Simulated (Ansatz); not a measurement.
The starting structures come from a database of crystals and need not be the phases stable at ambient conditions.

 Where the default PAW files enter, the runs use the earlier of Ansatz's two default sets.

By LDA and PBEsol, the system below comes out a metal.

Data:

```
InSb
1.0
    3.13942     0.00000     0.00000
    0.00000     6.14685     0.00000
    0.00000     0.00000     3.04146
In Sb
1 1
Direct
  0.00248   0.00000   0.00000
  0.74752   0.50000   0.00000
```

Space group of this cell: Pmm2. The cell is taken as given; by PBEsol its mean pressure is -2.6 GPa.

The current runs along the normal of the first two printed vectors. All runs by Ansatz (a program for electronic structure), plane waves and PAW, without spin-orbit coupling; the base is PBEsol.

| run | mean pressure (GPa) | G/A, both spins (10¹⁵ S/m²) |
|---|---|---|
| base | -2.6 | 0.89 |
| all lengths scaled by 0.98 | 0.2 | (withheld) |
| all lengths scaled by 1.02 | -4.5 | 0.87 |
| lda in place of pbesol | -3.8 | 0.90 |
| lengths across the current scaled by 0.98, ions clamped | -0.9 | (withheld) |
| lengths across the current scaled by 1.02, ions clamped | -3.8 | 0.89 |
| lengths along the current scaled by 0.97, ions clamped | -1.0 | (withheld) |
| lengths along the current scaled by 1.03, ions clamped | -3.7 | 0.86 |

Task: Complete the blanks.

Result: 
- all lengths scaled by 0.98, G/A, both spins (10¹⁵ S/m²): 0.95
- lengths across the current scaled by 0.98, ions clamped, G/A, both spins (10¹⁵ S/m²): 0.91
- lengths along the current scaled by 0.97, ions clamped, G/A, both spins (10¹⁵ S/m²): 0.93
